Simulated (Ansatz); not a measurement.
Seebeck coefficient (μV/K, mean over directions) of p-type AlAs (F-43m) against carrier density, Ansatz (an electronic-structure program) with PBEsol with spin-orbit coupling, rigid bands. Computed gap 1.25 eV; densities at which minority carriers matter at this gap, or further valleys turn the trend, are left out. Conductivity mass 0.59 mₑ (harmonic mean over directions), N_v = 2.4e19 cm⁻³ at 300 K.

| hole density | 300 K | 500 K |
|---|---|---|
| 1e16 cm⁻³ | 893 | 980 |
| 1e17 cm⁻³ | 695 | 782 |
| 1e18 cm⁻³ | 497 | 584 |
| 3e18 cm⁻³ | … | … |
| 1e19 cm⁻³ | 303 | 388 |
| 3e19 cm⁻³ | 218 | 297 |
| 1e20 cm⁻³ | 139 | 207 |
| 3e20 cm⁻³ | 89 | 139 |
| 1e21 cm⁻³ | 52 | … |

Fill in the missing entries.


- 3e18 cm⁻³, 300 K: 403
- 3e18 cm⁻³, 500 K: 490
- 1e21 cm⁻³, 500 K: 84

Rigid bands with a gap fixed in temperature, one relaxation time for all states, no polarons or phonon drag, and whether or not such doping can be reached.
